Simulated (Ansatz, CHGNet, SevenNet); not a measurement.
## NbSi₂ (P6₂22, No. 180): properties by level of theory

| level (code) | equilibrium lattice constant a (Å) | lattice parameter c (Å) |
|---|---|---|
| CHGNet 0.3.0 (CHGNet) | 4.828 | 6.579 |
| SevenNet-l3i5 (SevenNet) | 4.818 | 6.618 |
| LDA (Ansatz) | 4.744 | [?] |
| PBEsol (Ansatz) | 4.769 | 6.574 |
| PBE-D3(BJ) (Ansatz) | 4.749 | 6.551 |
| r²SCAN+rVV10 (Ansatz) | [?] | 6.573 |

Q: Some entries are withheld; supply them.

A: 
- LDA (Ansatz, a program for electronic structure), lattice parameter c (Å): 6.538
- r²SCAN+rVV10 (Ansatz), equilibrium lattice constant a (Å): 4.787

Ansatz's density-functional and Hartree–Fock values are scalar-relativistic unless marked +SOC, with PAW data made under PBE.
